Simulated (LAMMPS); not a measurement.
System: a slab of Ni (fcc) cut on the (110) plane, one half shifted rigidly along [001] and [1-10] of the cubic cell, atoms relaxed along the normal alone.

All values are model results, not measurements: machine-learned potential (static), pair style snap, file Ni_Zuo_JPCA2020.quadratic.snap (LAMMPS).

Problem. Estimate the largest energy on the surface, the largest energy on the line along [001] for this model.

Solution. largest energy on the surface: 2630 mJ/m²; largest energy on the line along [001]: 2090 mJ/m².
